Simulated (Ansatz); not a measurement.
Band structure of Fe3Ge (Fm-3m, 4 atoms in the cell).

```
CELL_PARAMETERS angstrom
      0.00000     2.85373     2.85373
      2.85373     0.00000     2.85373
      2.85373     2.85373     0.00000
ATOMIC_POSITIONS crystal
  Fe 0.50000 0.50000 0.50000
  Fe 0.25000 0.25000 0.25000
  Fe 0.75000 0.75000 0.75000
  Ge 0.00000 0.00000 0.00000
```
Moments meant for the start (each program seeds them in its own way; μB, in the order of the atoms Fe Fe Fe Ge): 4.0 4.0 4.0 0.0.

Level of theory: PBEsol, PAW files made with PBE (plane waves; Ansatz, a quantum-chemistry and plane-wave program).

Settings: kpoints.mp_grid.grid = 7 7 7; hamiltonian.xc = pbesol; hamiltonian.pseudopotentials = {kind: paw} (the program's default PAW files); magnetization.spin_polarized = true; scf.occupations.method = gaussian; scf.occupations.width = 0.136 eV; kpoints.band_path.npoints = 8.

The starting cell comes from a database of computed structures (which also holds hypothetical and non-ambient phases and stackings), without a prior relaxation at this level. Its lattice was rescaled by a random factor within 2.5 % of one. The magnetic order is the one reached from the typed start; others were not searched systematically.

Levels in eV from the Fermi level, bands 31 to 38 of the first spin channel:
```
point     31     32     33     34     35     36    37    38
-----  -----  -----  -----  -----  -----  -----  ----  ----
Γ      -0.68  -0.39  -0.39   2.23   3.99   3.99  3.99  5.74
X      -1.07  -0.83  -0.46  -0.46  -0.44   0.04  3.43  4.87
W      -1.21  -0.91  -0.91  -0.15  -0.01  -0.01  5.82  6.72
K      -1.30  -0.81  -0.43  -0.36   0.10   0.29  3.86  6.99
L      -1.35  -0.82  -0.82  -0.50   3.32   3.39  3.39  4.70
U      -1.30  -0.81  -0.43  -0.36   0.10   0.29  3.86  6.99
```

Bands cross the Fermi level along this path, so the cell is metallic at this level.

The net moment of the cell came out as 5.31 μB.

Keys are those of Ansatz 0.2.
